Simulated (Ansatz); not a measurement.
Where the default PAW files enter, the runs use the earlier of Ansatz's two default sets.

Consider the following.

```yaml
crystal:
  lattice:
    - [3.93078, 0.00000, 0.00000]
    - [-1.96539, 3.40416, 0.00000]
    - [0.00000, 0.00000, 6.11195]
  atoms:
    - { symbol: La, position: [0.66667, 0.33333, 0.75376] }
    - { symbol: La, position: [0.33333, 0.66667, 0.24624] }
    - { symbol: O, position: [0.66667, 0.33333, 0.35411] }
    - { symbol: O, position: [0.33333, 0.66667, 0.64589] }
    - { symbol: O, position: [0.00000, 0.00000, 0.00000] }
```

Space group of this cell: P-3m1. The cell is taken as given; by r2SCAN its mean pressure is 0.6 GPa.

The current runs along the normal of the first two printed vectors, the (001) plane. All runs by Ansatz (a program for electronic structure), plane waves and PAW, without spin-orbit coupling; the base is r2SCAN.

```csv
run,mean pressure (GPa),gap (eV),mid-gap κ (1/Å)
base,0.6,4.22,0.419
all lengths scaled by 0.98,10.4,4.21,0.426
all lengths scaled by 1.02,-6.8,4.19,0.397
lda in place of r2scan,-6.3,3.73,0.381
"lengths across the current scaled by 0.98, ions clamped",7.4,[?],[?]
"lengths across the current scaled by 1.02, ions clamped",-4.9,4.12,0.400
"lengths along the current scaled by 0.97, ions clamped",4.6,[?],[?]
"lengths along the current scaled by 1.03, ions clamped",-2.6,[?],[?]
pbesol in place of r2scan,-3.0,3.77,0.382
```

Problem. Fill in the missing entries.

Solution. 
- lengths across the current scaled by 0.98, ions clamped, gap (eV): 4.27
- lengths across the current scaled by 0.98, ions clamped, mid-gap κ (1/Å): 0.431
- lengths along the current scaled by 0.97, ions clamped, gap (eV): 4.09
- lengths along the current scaled by 0.97, ions clamped, mid-gap κ (1/Å): 0.418
- lengths along the current scaled by 1.03, ions clamped, gap (eV): 4.27
- lengths along the current scaled by 1.03, ions clamped, mid-gap κ (1/Å): 0.415
